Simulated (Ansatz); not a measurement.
Start from BeSe in the zinc blende structure (space group F-43m, No. 216; a = 5.178 Å).

Calculations: PBE/PAW in Ansatz (a quantum-chemistry and plane-wave program), no spin-orbit coupling.

Before the change:

| Item | Result |
|---|---|
| Valley order | X along ⟨100⟩ 2.67 eV; Γ 4.22 eV; L along ⟨111⟩ 4.27 eV |
| Electron mass | 0.90 mₑ along k, 0.27 mₑ across (at X) |

One thing is altered: every lattice vector is stretched by 2.50 %; the atoms relax in the strained cell.

Task: Predict the new mean gap deformation potential ΔEg/Δln V, energy relative to the base, valley order and electron mass.

Result: The mean gap deformation potential ΔEg/Δln V is +1.9 eV; the energy rises by 21 meV/atom; the valley order (the lowest conduction-band minima on the path, energy above the VBM, named in the base's zone) becomes X along ⟨100⟩ 2.82 eV; Γ 3.70 eV; L along ⟨111⟩ 4.01 eV (base: X along ⟨100⟩ 2.67 eV; Γ 4.22 eV; L along ⟨111⟩ 4.27 eV); the electron mass changes from 0.90 mₑ along k, 0.27 mₑ across (at X) to 0.94 mₑ along k, 0.28 mₑ across (at X).

Masses are band curvatures over ±0.01 Å⁻¹ around the edge. Along k means along the line from Γ to the band edge. No phonon test of stability was made.
